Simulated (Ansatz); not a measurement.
The starting structures come from a database of crystals and need not be the phases stable at ambient conditions.

 Where the default PAW files enter, the runs use the earlier of Ansatz's two default sets.

Inside the gap of an insulator the Bloch states are evanescent, with a wavenumber k + iκ along the transport direction.

```xyz
10
Lattice="6.2177 0.0000 0.0000 -3.1089 5.3847 0.0000 3.1089 1.7949 4.9683" Properties=species:S:1:pos:R:3 pbc="T T T"
Ba     3.1089     1.7949     1.1947
Ba     3.1089     5.3847     3.7735
Sr     0.0000     0.0000     0.0000
W      0.0000     3.5898     2.4841
O      5.8399     5.1535     3.6213
O      0.3779     2.0261     1.3470
O      5.0525     2.4807     3.6213
O      1.1653     4.6989     1.3470
O      1.5431     3.1352     3.6213
O      4.6746     4.0444     1.3470
```

Space group of this cell: R-3. The cell is taken as given; by PBEsol its mean pressure is -8.2 GPa.

Transport runs along the normal of the first two printed cell vectors, the (001) plane of the conventional cell.

No gap correction and no spin-orbit coupling; mid-gap values are interpolated between computed energies.

Question: Predict the band gap and the smallest decay constant κ at mid-gap from PBEsol (Ansatz, a first-principles code).

Answer: Gap 2.83 eV on a 8×8×8 mesh; κ = 0.367 1/Å, at the zone centre.
